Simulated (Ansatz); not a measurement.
The starting structures come from a database of crystals and need not be the phases stable at ambient conditions.

 Where the default PAW files enter, the runs use the earlier of Ansatz's two default sets.

Evanescent states of NaCoO₂ (P6_3/mmc, not sure to be the ambient phase, 8 atoms a cell, 9.3 Å³ an atom) along the normal of (110)

Level of theory: PBEsol (plane waves, PAW; Ansatz, a first-principles code).

The gap is the functional's own. No spin-orbit coupling. Mid-gap values are interpolated on the energy grid.

Energies count from the valence-band top; κ is the least over a 6×4 mesh across the current.

| E (eV) | κ (1/Å) | where |
|---|---|---|
| 0.03 | 0.138 | Γ |
| 0.09 | 0.226 | Γ |
| 0.15 | 0.284 | Γ |
| 0.21 | ___ | off Γ |
| 0.27 | ___ | off Γ |
| 0.33 | ___ | off Γ |
| 0.39 | ___ | off Γ |
| 0.45 | ___ | off Γ |
| 0.51 | ___ | off Γ |
| 0.57 | ___ | off Γ |
| 0.63 | 0.191 | off Γ |
| 0.69 | 0.164 | off Γ |
| 0.75 | 0.124 | off Γ |

Problem. Some entries are withheld; supply them.

Solution. 
- 0.21, κ (1/Å): 0.291
- 0.27, κ (1/Å): 0.283
- 0.33, κ (1/Å): 0.273
- 0.39, κ (1/Å): 0.261
- 0.45, κ (1/Å): 0.247
- 0.51, κ (1/Å): 0.232
- 0.57, κ (1/Å): 0.213
